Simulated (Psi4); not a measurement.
Psi4 1.11, B3LYP/def2-svp: Sn(Me)(Et)(NH2)2 (C[CH2][Sn]([CH3])([NH2])[NH2]), 18 atoms. The geometry is a generated start, not checked to be a minimum at this level.

| Property | Result |
|---|---|
| task | energy |
| method | b3lyp |
| basis | def2-svp |
| memory | 3 GB |
| maxiter | 100 |
| keys of the molecule block | symmetry c1 |
| scf_type | df (default) |
| guess | auto, which took SAD (default) |
| scf_initial_accelerator | adiis (default) |
| e_convergence | 1e-06 (default) |
| d_convergence | 1e-06 (default) |
| dft_radial_points | 75 (default) |
| dft_spherical_points | 302 (default) |
| effective core potentials | those of the basis set, past Kr |
| basis functions | 156 |
| grid points | 383895 |

```xyz
18

C     -2.1949     1.1528    -0.1823
C     -1.5104     0.1714     0.7456
Sn     0.5344    -0.3998     0.0844
C      1.8491     1.2640    -0.4091
N      0.6598    -1.6898    -1.5339
N      1.4067    -1.3621     1.6672
H     -1.5924     2.0494    -0.3191
H     -3.1573     1.4497     0.2340
H     -2.3734     0.7104    -1.1602
H     -1.3969     0.6018     1.7373
H     -2.1052    -0.7357     0.8433
H      1.5658     1.7096    -1.3556
H      2.8675     0.9005    -0.4809
H      1.7979     2.0159     0.3725
H      0.2837    -2.6113    -1.3533
H      0.1876    -1.3521    -2.3650
H      2.3152    -1.7443     1.4395
H      0.8627    -2.1303     2.0357
```

One run each on 2 threads. Values of diis_max_vecs tried: 3, 6, 10 (default), 20.

Task: Which value of diis_max_vecs needs the fewest SCF iterations, and what happens away from it?

Result: Fewest SCF iterations, within one of each other: 6 with 10, 10 (default) with 10, 20 with 10. The count rises to 16 at 3. All converge to one solution.

```
diis_max_vecs  SCF iterations            end
-------------  --------------  -------------
3                          16  same solution
6                          10  same solution
10 (default)               10  same solution
20                         10  same solution
```
